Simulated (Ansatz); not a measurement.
**Ti on a Co site (middle of the slab) in a 3x3 cell of the 1x1 (0001) surface of hcp Co, ferromagnetic**

Level of theory: PBE (plane waves to 420 eV, PAW; Ansatz, a program for electronic structure).

Set-up: 36 atoms, 6.0 Å thick at the start (thin: gaps and levels are the slab's own); mesh 5x5x1; 0.1 eV smearing; dipole correction on; 9 atoms held, the rest relaxed; symmetry of the start imposed; spin-polarised, no spin-orbit, no U.

- formation energy against hcp Co, ferromagnetic, hcp Ti = -0.61 eV
- work function of the top face = 4.97 eV
- change of the work function = 0.001 eV
- change of the step from the bottom to the top vacuum level, against the clean slab = 0.022 eV
- energy released by relaxation = 0.12 eV
- magnetic moment of the cell = 56.36 μB
- largest move of a host atom = 0.07 Å
